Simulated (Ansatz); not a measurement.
## TiB2: pressure −2 GPa

Base system: TiB₂ (space group P6/mmm, No. 191; a = 3.025 Å, c = 3.224 Å).

Now apply this change: hydrostatic tension (pressure −2 GPa).

Level of theory: r2SCAN (Ansatz, a quantum-chemistry and plane-wave program, PAW, scalar-relativistic without spin-orbit coupling), earlier PAW set. Γ-centred 18×18×14 mesh, Fermi–Dirac width 0.05 eV.

```tsv
quantity	base	changed	shift
volume per atom	8.52 Å³	8.58 Å³	+0.067 Å³
density	4.52 g/cm³	4.48 g/cm³	-0.04 g/cm³
c/a ratio	1.066	1.067	+0.001
enthalpy H = E + PV relative to the base's energy	–	-0.11 eV/atom	–
band gap	zero	zero	–
```

Load acts through the strain it causes; cell and atoms are relaxed under it. Stability against distortions was not tested. All final runs are without spin polarisation.
